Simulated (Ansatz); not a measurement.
System: BeS (model structure, started from the CdTe type, P6₄22, No. 181, 6 atoms in the cell). Method: r²SCAN in Ansatz (plane waves, PAW).

Numerical settings: plane-wave cutoff 560 eV, 12×12×6 k mesh (along the axes of the cell as run), Fermi–Dirac smearing 0.01 eV, scalar-relativistic PAW data made under PBE.

The cell is the one relaxed with PBEsol. Conventional cell: a = 3.4236 Å, b = 3.4236 Å, c = 7.7459 Å, α = 90.00°, β = 90.00°, γ = 120.00°.

```
BeS
1.0
    3.42364     0.00000     0.00000
   -1.71182     2.96496     0.00000
    0.00000     0.00000     7.74593
Be S
3 3
Direct
  0.00000   0.50000   0.66667
  0.50000   0.50000   0.00000
  0.50000   0.00000   0.33333
  0.00000   0.50000   0.16667
  0.50000   0.50000   0.50000
  0.50000   0.00000   0.83333
```

Problem. List the 15 lowest band energies at Γ above −25 eV (eV, relative to the valence band maximum), grouping those that round alike.

Solution. At Γ: -15.30, -13.68 (×2), -5.07 (×2), -2.86, -1.25 (×2), -0.72 (×2), -0.35, 0.00, 4.64 (×2), 5.73.

Note: the relaxation could raise the start's symmetry but not lower it, so the cell can be a saddle point; cell and atoms aren't relaxed at this level (pressure 2.9 GPa).

A model structure was made by putting elements into a prototype or built by hand; it is no filed structure, need not be a known phase, and can be a saddle point held by its symmetry.

Ansatz is an electronic-structure program.
